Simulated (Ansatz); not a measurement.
Band structure of Br (Cmce, 4 atoms in the cell).

```xyz
4
Lattice="2.2402 -3.3353 0.0000 2.2402 3.3353 0.0000 0.0000 0.0000 8.7209" Properties=species:S:1:pos:R:3 pbc="T T T"
Br     3.8577     0.0000     7.7529
Br     2.8630     0.0000     3.3924
Br     1.6174     0.0000     5.3285
Br     0.6228     0.0000     0.9680
```

Method: PBE, PAW files (plane waves; Ansatz, an electronic-structure program).

Settings: kpoints.mp_grid.grid = 5 5 2; hamiltonian.xc = pbe; hamiltonian.pseudopotentials = {kind: paw} (the program's default PAW files); scf.occupations.method = fermi_dirac; scf.occupations.width = 0.0007 Ry; kpoints.band_path.npoints = 8.

The starting cell has typed, rounded lattice constants, without a prior relaxation at this level. Its lattice was rescaled by a random factor within 2.5 % of one.

Question: Predict the gap along the standard path and the places of the band edges.

Answer: The gap along the path is 1.72 eV, from R to a point between Γ and X; the smallest direct gap on it is 1.79 eV. Another conduction valley lies within 0.1 eV, so the order of the valleys is not sure.

Levels in eV from the top of the valence band on the path, bands 11 to 17:
```json
[
 {"point": "Γ", "11": "-1.03", "12": "-0.46", "13": "-0.06", "14": "-0.05", "15": "1.75", "16": "2.59", "17": "6.06"},
 {"point": "X", "11": "-1.29", "12": "-0.92", "13": "-0.45", "14": "-0.11", "15": "2.02", "16": "2.31", "17": "7.94"},
 {"point": "S", "11": "-0.96", "12": "-0.96", "13": "-0.30", "14": "-0.30", "15": "2.51", "16": "2.51", "17": "7.09"},
 {"point": "R", "11": "-0.62", "12": "-0.62", "13": "0.00", "14": "0.00", "15": "2.14", "16": "2.14", "17": "7.43"},
 {"point": "A", "11": "-0.64", "12": "-0.64", "13": "-0.52", "14": "-0.52", "15": "2.14", "16": "2.14", "17": "8.56"},
 {"point": "Z", "11": "-0.94", "12": "-0.94", "13": "-0.05", "14": "-0.05", "15": "2.02", "16": "2.02", "17": "6.72"},
 {"point": "Y", "11": "-1.53", "12": "-1.25", "13": "-0.53", "14": "-0.12", "15": "1.77", "16": "2.27", "17": "7.16"},
 {"point": "X1", "11": "-1.29", "12": "-0.92", "13": "-0.45", "14": "-0.11", "15": "2.02", "16": "2.31", "17": "7.94"},
 {"point": "A1", "11": "-0.64", "12": "-0.64", "13": "-0.52", "14": "-0.52", "15": "2.14", "16": "2.14", "17": "8.56"},
 {"point": "T", "11": "-1.06", "12": "-1.06", "13": "-0.76", "14": "-0.76", "15": "1.91", "16": "1.91", "17": "7.98"}
]
```

Keys are those of Ansatz 0.2.
